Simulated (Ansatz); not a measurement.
The starting structures come from a database of crystals and need not be the phases stable at ambient conditions.

 Where the default PAW files enter, the runs use the earlier of Ansatz's two default sets.

Tunnelling through a barrier is set by its complex band structure: the current falls as exp(−2κd) with the smallest κ.

Input:

```xyz
12
Lattice="5.8671 0.0000 0.0000 0.0000 6.1043 0.0000 0.0000 0.0000 3.1260" Properties=species:S:1:pos:R:3 pbc="T T T"
Na     4.4003     0.0000     2.6379
Na     1.4668     0.0000     0.4881
Na     1.4668     3.0522     0.4881
Na     4.4003     3.0522     2.6379
H      2.8065     4.5783     1.7191
H      3.0606     1.5261     1.4069
H      0.1271     1.5261     1.7191
H      5.7400     4.5783     1.4069
O      3.3516     4.5783     0.9179
O      2.5155     1.5261     2.2081
O      5.4490     1.5261     0.9179
O      0.4181     4.5783     2.2081
```

Space group of this cell: Pbcm. The cell is taken as given; by PBEsol its mean pressure is 1.8 GPa.

Transport runs along the normal of the first two printed cell vectors.

The gap is the functional's own. No spin-orbit coupling. Mid-gap values are interpolated on the energy grid.

Question: Predict the band gap and the smallest decay constant κ at mid-gap from Ansatz (an electronic-structure program) with PBEsol.

Answer: Gap 3.53 eV on a 6×6×10 mesh; κ = 0.368 1/Å, at the zone centre.
